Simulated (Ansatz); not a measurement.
We consider SiGe (model structure, started from the WC type, P-6m2, No. 187, 2 atoms in the cell), described by PBEsol in Ansatz (PAW).

Run with plane-wave cutoff 520 eV, 18×18×18 k mesh, Fermi–Dirac smearing 0.05 eV, scalar-relativistic PAW data made under PBE.

Cell (relaxed at this level):

GeSi is modelled in the hexagonal space group P-6m2 (No. 187), Pearson symbol hP2. Lattice parameters: a = 3.565 Å, b = 3.565 Å, c = 3.218 Å, α = 90.00°, β = 90.00°, γ = 120.00°. Ge on 1a has 6 Si at 2.612 Å (trigonal prismatic). Si on 1f has 6 Ge at 2.612 Å (trigonal prismatic). (Neighbours: up to the widest gap in distance over summed covalent radii, below 1.35, at either atom.)

**Question.** Estimate the bulk modulus that the calculation returns.

**Answer.** 
bulk modulus: 64.8 GPa

The run finds no gap.

Note: the bulk modulus is −V dP/dV from two relaxed cells at ±2 % in volume; the relaxation could raise the start's symmetry but not lower it, so the cell can be a saddle point.

The computed numbers hold no vibrational or temperature effects.

A model structure was made by putting elements into a prototype or built by hand; it is no filed structure, need not be a known phase, and can be a saddle point held by its symmetry.

Ansatz is a quantum-chemistry and plane-wave program.
